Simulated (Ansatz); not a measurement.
Base system: K$_{2}$Te in the anti-fluorite structure (space group Fm-3m, No. 225).

```xyz
3
Lattice="0.0000 4.0455 4.0455 4.0455 0.0000 4.0455 4.0455 4.0455 0.0000" Properties=species:S:1:pos:R:3 pbc="T T T"
K      2.0227     2.0227     2.0227
K      6.0682     6.0682     6.0682
Te     0.0000     0.0000     0.0000
```

Cartesian axes are those of the cell as printed.

Method: Ansatz (a first-principles code) PBEsol, no spin-orbit coupling.

For the base:

| Property | Value |
|---|---|
| Band gap | 2.16 eV |
| Shortest interatomic distance | 3.503 Å |

It is then changed as follows: tensile biaxial strain of 2.50 % in the plane normal to [111], as in epitaxy on a mismatched substrate; the out-of-plane cell vector and the atoms relax.

### Question
How does this affect the band gap, energy relative to the base, shortest interatomic distance and out-of-plane strain?

### Answer
The band gap falls by 0.105 eV to 2.06 eV; the energy increases by 4.0 meV/atom; the shortest interatomic distance drops by 0.0276 Å (3.503 Å → 3.476 Å); the out-of-plane strain amounts to -2.01 %.

With Te present, leaving out spin-orbit coupling can change the band edges. Stability against distortions was not tested.
